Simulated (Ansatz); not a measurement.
The parent structure is C in the graphite type structure (space group P6_3/mmc, No. 194; layered, stacked along the Cartesian z axis).

```xyz
4
Lattice="2.4650 0.0000 0.0000 -1.2325 2.1347 0.0000 0.0000 0.0000 6.7289" Properties=species:S:1:pos:R:3 pbc="T T T"
C      0.0000     0.0000     1.6822
C      0.0000     0.0000     5.0466
C      0.0000     1.4232     1.6822
C      1.2325     0.7116     5.0466
```

Cartesian axes are those of the cell as printed.

Level of theory: plane-wave PAW DFT at the PBE-D3(BJ) level (Ansatz, a program for electronic structure, 420 eV), no spin-orbit coupling, earlier PAW set.

Perturbation: an isotropic linear strain of −1.35 %; the atoms relax in the strained cell.

Task: Predict the stress tensor and what it implies for the stiffness.

Result: Stress of the strained cell less that of the base (GPa, compression positive):
```
   19.3     0.0     0.0
    0.0    19.3     0.0
    0.0     0.0     0.4
```

Then B = −ΔP/(ΔV/V₀) with ΔV/V₀ = -0.0400 gives secant stiffness values (nonlinear terms included at this strain): B (at held cell shape, above the free-shape value) ≈ 326 GPa.

As a check, the harmonic strain energy −½ V₀ Δσ:ε is 15 meV/atom; the computed energy rise is 14 meV/atom.

A case with no gap was solved on a k-mesh chosen for an insulator, which is coarse for it. Stability against distortions was not tested.
